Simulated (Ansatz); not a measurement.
The reference is Tl in the hcp (Mg type) structure (space group P6_3/mmc, No. 194; a = 3.476 Å, c = 5.472 Å; relaxed with 0.1 eV smearing). Axes: x lies along a and z along c of the hexagonal cell.

Calculations: PBEsol (Ansatz, a quantum-chemistry and plane-wave program; PAW; 420 eV plane waves; no spin-orbit coupling).

Modification: the cell is stretched by 1.50 % along x with no lateral relaxation, atoms relaxed at fixed cell.

Q: Estimate the effect on the energy relative to the base, stress and largest internal atomic displacement.

A: The energy rises by 0.8 meV/atom; the stress (xx, yy, zz, yz, xz, xy; compression positive) comes out as (-0.6, -0.5, -0.4, 0.0, 0.0, 0.0) GPa; the largest internal atomic displacement comes out as 0.016 Å.

The cells carry an imposed strain or load. No phonon test of stability was made.
